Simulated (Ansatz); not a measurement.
Start from a 27-atom supercell of Al in the fcc (Cu type) structure (space group Fm-3m, No. 225; a = 4.014 Å) at its relaxed geometry.

All numbers come from PBEsol in Ansatz (plane waves to 420 eV, PAW, no SOC), earlier PAW set.

One neutral defect a cell, atoms relaxed at fixed cell.

One change was made to it. Results:

The pressure goes from zero to 0.9 GPa; the largest displacement of a host atom from its site in the perfect cell comes out as 0.02 Å.

**Question.** Which of these changes matches the shifts?
(A) Be on a Al site
(B) Mg on a Al site
(C) Li interstitial (started 1.74 Å from the nearest host atom)

**Answer.** B, Mg on a Al site. For comparison, the pressure in the other runs: Be on a Al site gives -1.3 GPa; Li interstitial (started 1.74 Å from the nearest host atom) gives 4.0 GPa.

In so small a cell the defect repeats every few ångströms: this is an ordered compound, not a dilute defect.

Ansatz is an electronic-structure program.
